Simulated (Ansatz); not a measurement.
The reference is BaTiO₃ (space group P4mm, No. 99; a = 3.955 Å, c = 4.046 Å). Axes: x, y, z lie along a, b, c of the conventional cell.

Structures relaxed with PBEsol/PAW in Ansatz (an electronic-structure program), no SOC, earlier PAW set.

Base:

Simulated powder pattern, Cu Kα, λ = 1.54184 Å (kinematic, ideal powder, no thermal factors, no anomalous dispersion; the 10 strongest lines at most, above 2 %, up to 2θ = 90°):

```tsv
2θ (°)	I/Imax (%)	hkl
22.48	18	(100)
31.63	100	(101)
32.00	48	(110)
39.15	37	(111)
44.80	18	(002)
45.88	33	(200)
56.11	19	(112)
56.80	37	(211)
66.07	20	(202)
84.16	9.8	(222)
```

After one change:

Simulated powder pattern, Cu Kα, λ = 1.54184 Å (kinematic, ideal powder, no thermal factors, no anomalous dispersion; the 10 strongest lines at most, above 2 %, up to 2θ = 90°):

| 2θ (°) | I/Imax (%) |
|---|---|
| 21.75 | 38 |
| 31.16 | 100 |
| 31.33 | 98 |
| 31.55 | 96 |
| 31.74 | 95 |
| 32.02 | 93 |
| 32.40 | 90 |
| 44.34 | 69 |
| 45.78 | 64 |
| 46.21 | 62 |

Problem. Which of these changes matches the shifts?
(A) isotropic strain −2.34 %
(B) uniaxial strain ε_yy = −2.96 %
(C) strain tensor (xx, yy, zz, yz, xz, xy) = (+0.23, −0.63, +1.02, +1.33, +0.32, −1.00) %

Solution. C, strain tensor (xx, yy, zz, yz, xz, xy) = (+0.23, −0.63, +1.02, +1.33, +0.32, −1.00) %. Its volume per atom is 12.74 Å³ against 12.66 Å³, and its space group is P1 (No. 1).

Whether these cells are dynamically stable was not tested. All final runs are without spin polarisation.
